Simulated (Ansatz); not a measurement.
Functionals compared on a constructed model of the (0001) surface of 4H silicon carbide, Si-terminated, (√3x√3)R30° In adatom at T4 (bottom of the slab: 3 H on 3 bottom sites), in Ansatz (plane waves, PAW). The structure was relaxed with PBE; the other rows are single points on it. Cutoff 420 eV (500 eV for r2SCAN). HSE06 used the coarser mesh 4x4x1.

Slab: 28 atoms, 11.3 Å thick at the start with caps and adatoms (thin: gaps and levels are the slab's own); k 6x6x1, smearing 0.025 eV, dipole-corrected; 6 atoms held, the rest relaxed; held to the start's symmetry, so lower structures may exist; no spin, no spin-orbit, no U. In PBE it is, or lies within 0.01 eV a 1x1 cell of, the lowest of the 2 structures of its composition computed so far; subsurface sites and larger cells were not tried. These notes are the PBE run's.

| functional | gap of the slab on its k-mesh (eV) | highest filled level below the top vacuum level (eV) | rough cost of the single point |
|---|---|---|---|
| PBE | 1.07 | 4.10 | – |
| r2SCAN | ___ | ___ | roughly 110 core-seconds |

Problem. Some entries are withheld; supply them.

Solution. 
- r2SCAN, gap of the slab on its k-mesh (eV): 1.25
- r2SCAN, highest filled level below the top vacuum level (eV): 4.27

Ansatz is an electronic-structure program.
